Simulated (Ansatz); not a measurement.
Start from NiO in the rock salt structure (space group Fm-3m, No. 225; a = 4.2173 Å; ferromagnetic).

Calculations: PBE in Ansatz (plane waves to 420 eV, PAW, no spin-orbit coupling), earlier PAW set.

Before the change:

```
Property          Result
---------------  -------
Volume per atom  9.38 Å³
```

Perturbation: full substitution Ni → Co, then cell and atoms are relaxed.

Tabulated Pauling electronegativity and covalent radius: Ni 1.91, 1.24 Å; Co 1.88, 1.26 Å.

Estimate the effect on the volume per atom.

The volume per atom increases by 0.209 Å³, from 9.38 Å³ to 9.58 Å³.

Stability against distortions was not tested. No Hubbard U is applied and the magnetic state is the run's own (CoO ferromagnetic; NiO ferromagnetic); other magnetic orders, which need larger cells, were not tried and can change the gap. In its common phase, real CoO is an antiferromagnetic insulator at low temperature. In its common phase, real NiO is an antiferromagnetic insulator at low temperature.

Ansatz is a first-principles code.
